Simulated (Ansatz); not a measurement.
The parent structure is a 20-atom supercell of BaTiO3 (space group P4mm, No. 99; a = 3.955 Å, c = 4.046 Å) at its relaxed geometry.

Calculations: PBEsol (Ansatz, a first-principles code; PAW; 420 eV plane waves; spin-orbit coupling left out), earlier PAW set.

Before the change:

| Quantity | Value |
|---|---|
| Pressure | 0.0 GPa |
| Mean distance from the defect site to its nearest host atoms | 2.77 Å |

One thing is altered: a neutral Ba vacancy, atoms relaxed at fixed cell, starting from a slightly rattled geometry.

Task: What does the calculation give for the pressure after the change?

Result: The pressure goes from zero to -2.3 GPa.

Task: What happens to the total moment of the cell?

Result: The total moment of the cell comes out as 1.9 μB.

Task: How does this affect the mean distance from the defect site to its nearest host atoms?

Result: The mean distance from the defect site to its nearest host atoms grows by 0.055 Å to 2.83 Å.

Other magnetic orders, which the real material may have, were not ruled out. In so small a cell the defect repeats every few ångströms: this is an ordered compound, not a dilute defect. A case with no gap was solved on a k-mesh chosen for an insulator, which is coarse for it. No Hubbard U is applied, and correlation can decide whether such a compound is a metal. Spin-polarised in the final run: Ba vacancy; the other runs are not. The defect cell is spin-polarised and ends with 1.9 μB.
